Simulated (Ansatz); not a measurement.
Functionals compared on the (100) surface of rock-salt TiN, Sc on all Ti sites of the second plane (bottom of the slab: a bare face, its two planes held), in Ansatz (plane waves, PAW). The structure was relaxed with PBE; the other rows are single points on it. Cutoff 420 eV (500 eV for r2SCAN).

Model: 12-atom slab, 10.7 Å thick at the start with caps and adatoms (thin: gaps and levels are the slab's own), 12x12x1 mesh, Fermi-Dirac 0.1 eV, dipole correction, 4 atoms held, the rest relaxed; start symmetry kept, larger cells not searched; no spin, no spin-orbit, no U. In PBE it lies 0.27 eV a 1x1 cell over the lowest computed structure of the same composition (Sc on all Ti sites of the top plane). These notes are the PBE run's.

| functional | work function of the top face (eV) | rough cost of the single point |
|---|---|---|
| PBE | 2.93 | – |
| r2SCAN | 2.84 | roughly 70 core-seconds |

Ansatz is an electronic-structure program.
